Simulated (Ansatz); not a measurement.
Subject: the surface energy of the CaC16 slab, the mean of its two faces, with the listed reservoirs for the atoms in excess. Reaction: 16 C (graphite) + Ca (fcc) → cell A.

Cell A: a slab of composition CaC16 built on C (graphite, P6₃/mmc) (0001), with 8 atoms on that crystal's sites, 17 atoms, hexagonal cell of 4.93 Å (21.0 Å²), symmetry P6/mmm within 0.02 Å, 4.5 Å thick under 15 Å of vacuum, in-plane vectors held at the crystal's; planes from bottom to top: C8 | Ca | C8; foreign atoms: Ca bound to 12 C at 2.65 Å; spin state with PBE: run without spin, k-point mesh 7×7×1.
```yaml
crystal:
  lattice:
    - [4.92998, 0.00000, 0.00000]
    - [-2.46499, 4.26949, 0.00000]
    - [0.00000, 0.00000, 19.34049]
  atoms:
    - { symbol: C, position: [0.16699, 0.33398, 0.38468] }
    - { symbol: C, position: [0.33398, 0.16699, 0.38468] }
    - { symbol: C, position: [0.16699, 0.83301, 0.38468] }
    - { symbol: C, position: [0.33333, 0.66667, 0.38663] }
    - { symbol: C, position: [0.66667, 0.33333, 0.38663] }
    - { symbol: C, position: [0.83301, 0.16699, 0.38468] }
    - { symbol: C, position: [0.66602, 0.83301, 0.38468] }
    - { symbol: C, position: [0.83301, 0.66602, 0.38468] }
    - { symbol: Ca, position: [0.00000, 0.00000, 0.50000] }
    - { symbol: C, position: [0.16699, 0.33398, 0.61532] }
    - { symbol: C, position: [0.33398, 0.16699, 0.61532] }
    - { symbol: C, position: [0.16699, 0.83301, 0.61532] }
    - { symbol: C, position: [0.33333, 0.66667, 0.61337] }
    - { symbol: C, position: [0.66667, 0.33333, 0.61337] }
    - { symbol: C, position: [0.83301, 0.16699, 0.61532] }
    - { symbol: C, position: [0.66602, 0.83301, 0.61532] }
    - { symbol: C, position: [0.83301, 0.66602, 0.61532] }
```

Reference: C (graphite, P6₃/mmc), 16 atoms in the cell, the relaxed perfect crystal repeated, atoms not moved again, k-point mesh 7×7×4 on the run's own vectors.

Reference: Ca (fcc, Fm-3m), 1 atom in the cell, k-point mesh 18×18×18 on the run's own vectors. Conventional cell: a = 5.4370 Å, b = 5.4370 Å, c = 5.4370 Å, α = 90.00°, β = 90.00°, γ = 90.00°.

Plane-wave PAW calculations with Ansatz (a first-principles code), its default PAW set, cutoff 420 eV, 500 eV for r2SCAN. The structures are at rest with PBE+D3(BJ), within the held lattices; other levels are single points on them. Neutral cells; Fermi-Dirac smearing of at most 0.10 eV in the solids, energies taken to zero width. The lattices are those relaxed with PBE+D3(BJ) or held as stated, so at other levels the solids can be strained, which adds to the spread. A dispersion term (D3(BJ), or D4 for r2SCAN) was computed beside these levels and is taken off wherever the name lacks it. No zero-point or thermal terms. The structures are the rest points that the relaxations reached, not proven lowest. No correction for cell size. Cell A has symmetry P6/mmm within 0.02 Å and got no random move, so less symmetric positions, which may lie lower, weren't tried.

Levels: PBE, PBE+D3(BJ), PBEsol, RPBE, r2SCAN, r2SCAN+D4.

Task: Do the levels agree on the sign?

Result: too close to call: PBE (-0.05), RPBE (-0.02), r2SCAN (-0.03); uphill: PBE+D3(BJ) (0.28), r2SCAN+D4 (0.15); downhill: PBEsol (-0.13) (values in J/m²; within 0.05 J/m² of zero counts as too close to call). The levels shown span 0.41 J/m², from PBEsol (-0.13) to PBE+D3(BJ) (0.28). They disagree on the sign.
